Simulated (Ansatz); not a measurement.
SnSe2: stress against strain

SnSe2 (1T layered, P-3m1, 23.863 Å³/atom at rest, c along z) under a strain ε along a direction in the basal plane (axis x), the other axes held. PBEsol-D3(BJ) in Ansatz, a plane-wave DFT program (PAW, default set), 420 eV, 10×10×6 Γ-centred mesh, Fermi-Dirac smearing 0.05 eV; ions are relaxed within the symmetry of each cell. Stress is positive for a compressed cell.

Here s stands for strain and y for stress xx.

| strain (%) | stress xx (GPa) |
|---|---|
| -3.00 | ? |
| -1.50 | 1.76 |
| -1.00 | 1.15 |
| -0.50 | 0.57 |
| 0.00 | 0.00 |
| 0.50 | -0.55 |
| 1.00 | -1.07 |
| 1.50 | -1.59 |

Fit y of the 7 rows that show it with a straight line. Means: s 0, y 0.039. About the means, the sum of products is -7.8050 and the sum of squares of s is 7.0000; the slope is their ratio. Least squares gives y = 0.039 - 1.1150·s. Residuals (row less fit): 0.049, -0.004, -0.027, -0.039, -0.032, 0.006, 0.043; standard error 0.039 (degrees of freedom: 5). The slope gives the elastic constant C11 = 112 ± 1.5 GPa.

Estimate the missing y (s = -3.00); what did the run itself give?

y = 0.039 - 1.1150 × (-3.0) = 3.384 GPa. The calculation gives 3.74 GPa, 0.356 GPa above the prediction (6.7 % of the range of y in the table). The row lies outside the fitted rows, so this is an extrapolation. From the scatter of the fitted rows alone, a prediction at this place has a standard error of 0.060 GPa, so the miss is 5.9 times that.

One order more, fitted to all 13 runs of the series, follows each within 0.01, so the miss is the next term of a smooth law. This level leaves no gap over 0.05 eV at strain -3.00, -1.50, -1.00, -0.50, 0.00, 0.50, 1.00, 1.50, where the mesh may be coarse. Rows are the converged runs of the series near zero and its far end; series whose fitted rows scatter by over a few per cent of the range, as at a crossing or softening among them, aren't shown in this form. Most that stay on the fit to the last digits aren't either.
